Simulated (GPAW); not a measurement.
**Input and output of a self-consistent single point for ZnHg₃ (Fm-3m, 4 atoms in the cell) (GPAW)**

Level of theory: PBEsol, GPAW PAW datasets PBEsol (made by gpaw-setup) (plane waves; GPAW).

Input as run:

```python
from ase import Atoms
from ase.units import GPa
from gpaw import GPAW

atoms = Atoms(['Zn', 'Hg', 'Hg', 'Hg'],
              cell=[[0.000000, 3.677724, 3.677724],
                    [3.677724, 0.000000, 3.677724],
                    [3.677724, 3.677724, 0.000000]],
              scaled_positions=[[0.000000, 0.000000, 0.000000],
                                [0.250000, 0.250000, 0.250000],
                                [0.750000, 0.750000, 0.750000],
                                [0.500000, 0.500000, 0.500000]],
              pbc=True)

calc = GPAW(mode={'name': 'pw', 'ecut': 800},
            xc='PBEsol',
            kpts={'size': (8, 8, 8), 'gamma': True},
            occupations={'name': 'methfessel-paxton', 'width': 0.2, 'order': 0},
            nbands=-8,
            symmetry={'symmorphic': False, 'tolerance': 0.0005},
            maxiter=100,
            txt='-')

atoms.calc = calc

energy = atoms.get_potential_energy()
print('Energy (eV):', round(energy, 6))
forces = atoms.get_forces()
print('Forces (eV/Ang):')
print(forces.round(5))
stress = atoms.get_stress()
print('Stress (GPa, Voigt):', (stress / GPa).round(4))
```

Output, abridged:

```
Input parameters:
  kpts: {gamma: True,
         size: (8, 8, 8)}
  maxiter: 100
  mode: {ecut: 800,
         name: pw}
  nbands: -8
  occupations: {name: methfessel-paxton,
                order: 0,
                width: 0.2}
  symmetry: {symmorphic: False,
             tolerance: 0.0005}
  xc: PBEsol

species:
  Zn:
    name: Zinc
    Z: 30.0
    valence: 12
    core: 18
    charge: 0.0
    file: Zn.PBEsol.gz

    # Using partial waves for Zn as LCAO basis

  Hg:
    name: Mercury
    Z: 80.0
    valence: 18
    core: 62
    charge: 0.0
    file: Hg.PBEsol.gz

    # Using partial waves for Hg as LCAO basis

Reference energy: -1647853.611284  # eV

Spin-paired calculation

Convergence criteria:
 Maximum [total energy] change in last 3 cyles: 0.0005 eV / valence electron
 Maximum integral of absolute [dens]ity change: 0.0001 electrons / valence electron
 Maximum integral of absolute [eigenst]ate change: 4e-08 eV^2 / valence electron
 Maximum number of scf [iter]ations: 100

Symmetries present (total): 48
Symmetries with fractional translations: 0
512 k-points: 8 x 8 x 8 Monkhorst-Pack grid + [1/16,1/16,1/16]
29 k-points in the irreducible part of the Brillouin zone
       k-points in crystal coordinates                weights
   0:     0.00000000    0.00000000    0.00000000          1/512
   1:     0.12500000    0.12500000    0.00000000          6/512
   2:     0.12500000    0.12500000    0.12500000          8/512
   [... 7 lines left out ...]
          ...
  28:     0.50000000    0.50000000    0.50000000          4/512

Wave functions: Plane wave expansion
  Cutoff energy: 800.000 eV
  Number of coefficients (min, max): 5029, 5129
  Pulay-stress correction: 0.000000 eV/Ang^3 (de/decut=0.000000)

Occupation numbers: Methfessel-Paxton:
  width: 0.2000  # eV
  order: 0

Eigensolver

Densities:
  Coarse grid: 35*35*35 grid
  Fine grid: 70*70*70 grid
  Total Charge: 0.000000

Density mixing:
  Method: separate
  Backend: pulay
  Linear mixing parameter: 0.05
  old densities: 5
  Damping of long wavelength oscillations: 50

Hamiltonian:
  XC and Coulomb potentials evaluated on a 70*70*70 grid
  External potential:
    NoExternalPotential

XC parameters: PBEsol with 2 nearest neighbor stencil

Number of atoms: 4
Number of atomic orbitals: 45
Number of bands in calculation: 41
Number of valence electrons: 66
Bands to converge: occupied

Density initialized from atomic densities
  41 bands from LCAO basis set

Atomic positions and initial magnetic moments

Positions:
   0 Zn     0.000000    0.000000    0.000000    ( 0.0000,  0.0000,  0.0000)
   1 Hg     1.838862    1.838862    1.838862    ( 0.0000,  0.0000,  0.0000)
   2 Hg     5.516586    5.516586    5.516586    ( 0.0000,  0.0000,  0.0000)
   3 Hg     3.677724    3.677724    3.677724    ( 0.0000,  0.0000,  0.0000)

Unit cell:
           periodic     x           y           z      points  spacing
  1. axis:    yes    0.000000    3.677724    3.677724    35     0.1213
  2. axis:    yes    3.677724    0.000000    3.677724    35     0.1213
  3. axis:    yes    3.677724    3.677724    0.000000    35     0.1213

  Lengths:   5.201087   5.201087   5.201087
  Angles:   60.000000  60.000000  60.000000

Effective grid spacing dv^(1/3) = 0.1324

     iter     time        total  log10-change:
                         energy   eigst   dens
iter:   1 --:--:--    -4.794671
iter:   2 --:--:--    -4.956583   -0.59  -1.64
iter:   3 --:--:--    -4.945300   -1.39  -1.66
iter:   4 --:--:--    -5.049804   -1.95  -1.99
iter:   5 --:--:--    -4.994726   -2.30  -2.16
iter:   6 --:--:--    -4.994364   -3.35  -2.75
iter:   7 --:--:--    -4.996665c  -3.86  -2.76
iter:   8 --:--:--    -4.995478c  -3.31  -2.59
iter:   9 --:--:--    -4.995543c  -4.52  -3.08
iter:  10 --:--:--    -4.995683c  -4.60  -3.03
iter:  11 --:--:--    -4.995584c  -5.54  -3.46
iter:  12 --:--:--    -4.995928c  -4.81  -3.30
   [... 5 lines left out ...]
iter:  18 --:--:--    -4.996323c  -6.83  -3.68
iter:  19 --:--:--    -4.996423c  -5.54  -3.82
iter:  20 --:--:--    -4.996273c  -5.93  -3.63
iter:  21 --:--:--    -4.996161c  -5.20  -3.72
iter:  22 --:--:--    -4.995928c  -4.99  -3.99
iter:  23 --:--:--    -4.995921c  -6.05  -4.26c
iter:  24 --:--:--    -4.995916c  -6.52  -4.39c
iter:  25 --:--:--    -4.995920c  -7.19  -4.44c
iter:  26 --:--:--    -4.995905c  -6.37  -4.42c
iter:  27 --:--:--    -4.995899c  -6.64  -4.49c
iter:  28 --:--:--    -4.995898c  -7.40c -4.53c

Converged after 28 iterations.

Dipole moment: (-0.000000, -0.000000, -0.000000) |e|*Ang

Energy contributions relative to reference atoms: (reference = -1647853.611284)

Kinetic:        +44.291081
Potential:      -32.678244
External:        +0.000000
XC:             -10.157547
Entropy (-ST):   -0.012885
Local:           -6.444746
SIC:             +0.000000
--------------------------
Free energy:     -5.002341
Extrapolated:    -4.995898

Showing only first 2 kpts
 Kpt  Band  Eigenvalues  Occupancy
  0    31      4.92929    1.92949
  0    32      8.18764    0.00000
  0    33      8.18764    0.00000
  0    34      8.18764    0.00000

  1    31      4.76234    1.99720
  1    32      6.62699    0.00000
  1    33      6.74441    0.00000
  1    34      6.74441    0.00000

Fermi level: 5.18507

No gap
No difference between direct/indirect transitions
Energy (eV): -4.995898

Forces in eV/Ang:
  0 Zn    0.00000    0.00000   -0.00000
  1 Hg   -0.00000    0.00000    0.00000
  2 Hg   -0.00000   -0.00000    0.00000
  3 Hg    0.00000   -0.00000    0.00000

Stress tensor:
     0.024583     0.000000    -0.000000
     0.000000     0.024583    -0.000000
    -0.000000    -0.000000     0.024583
Stress (GPa, Voigt): [ 3.9387  3.9387  3.9387 -0.     -0.      0.    ]
```

The run converged in 28 iterations. GPAW prints stress with tension positive.

The starting cell comes from a database of computed structures (which also holds hypothetical and non-ambient phases and stackings), without a prior relaxation at this level. Its lattice was rescaled by a random factor within 2.5 % of one. Spin-orbit coupling is off. With a pressure of about -4 GPa the cell is away from its equilibrium volume at this level.

Cost on one core of a shared machine: roughly 3 min.
